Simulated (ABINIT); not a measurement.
Equation of state of rock-salt PbTe (space group 225): energy against volume (ABINIT, PBE)

```
PbTe
1.0
    0.00000     3.17257     3.17257
    3.17257     0.00000     3.17257
    3.17257     3.17257     0.00000
Te Pb
1 1
Direct
  0.50000   0.50000   0.50000
  0.00000   0.00000   0.00000
```

Computed with PBE, norm-conserving pseudopotentials (PseudoDojo nc-sr-05 PBE standard) (plane waves; ABINIT 10.0.3). Settings: pseudos = [Te.upf, Pb.upf]; ecut = 106 Ry; ixc = 11; occopt = 3; tsmear = 0.00036749 Ha; ngkpt = 9 9 9; nshiftk = 1; shiftk = 0 0 0; potentials = PseudoDojo nc-sr-05 PBE standard; nband = 21; kptopt = 1; nstep = 100; toldfe = 1e-09 Ha. The cell above is the first row's. The rows scale it uniformly. In all rows fractional positions and the k mesh are held. E is the free energy at the stated smearing, counted from the lowest row.

| V (Å^3/atom) | E (meV/atom) |
|---|---|
| 31.932 | ? |
| 32.627 | 29.61 |
| 33.321 | 15.87 |
| 34.015 | 6.66 |
| 34.709 | 1.51 |
| 35.403 | 0.00 |
| 36.098 | 1.76 |
| 36.792 | 6.45 |
| 37.486 | 13.77 |

Fit E of the 8 rows that show it with the third-order Birch-Murnaghan form, a cubic in V^(-2/3). With u = V^(-2/3) - 0.0935, the rows have u = 0.0044374, 0.0030728, 0.0017547, 0.0004807, -0.0007516, -0.0019459, -0.0031008, -0.0042201. Least squares gives E = 0.517 + 1527.2·u + 1119370·u² + 3153201·u³. Residuals (row less fit): 0.000, 0.000, 0.000, 0.000, 0.000, -0.001, 0.000, 0.000; standard error 0.000 (degrees of freedom: 4). Its minimum lies at u = -0.0006841, so V0 = (0.0928159)^(-3/2) = 35.36. There d²E/du² = 2226000 and d³E/du³ = 1.892e7, so B0 = (4/9) × 35.36^(-7/3) × 2226000 × 0.160218 = 38.6 GPa (the last factor turns the table's units into GPa), and B0' = 4 + (2/3) × 0.0928159 × (1.892e7)/2226000 = 4.5. The program's pressures in the fitted runs (not shown) pass through zero at V = 35.35, 0.03 % from this V0.

**Question.** Predict the withheld E at V = 31.932 from the fit, and compare with the calculation.

**Answer.** u = 0.0058534, so E = 0.517 + 1527.2 × 0.0058534 + 1119370 × 0.0058534² + 3153201 × 0.0058534³ = 48.441 meV/atom. The calculation gives 48.39 meV/atom, 0.051 meV/atom below the prediction (0.1 % of the range of E in the table). The row lies outside the fitted rows, so this is an extrapolation.

Carrying the step between the two nearest rows on in a straight line would have given 43.37, off by 5.02; series whose last step already gives the withheld value aren't shown. The scan was laid around a cell of about the measured size, scaled by a guess for this functional. The runs keep the symmetry of the cell, so they don't test it for distortions. The PBE files for Pb and Te were generated anew from PseudoDojo's inputs, some of which were changed. Spin-orbit coupling is off. Cutoffs and mesh are single choices, not tested for convergence of this quantity. Series with a scatter that would blur these digits, or in which a gap closes, are not shown. Nor are scans whose minimum lies at an end fitted in this form.
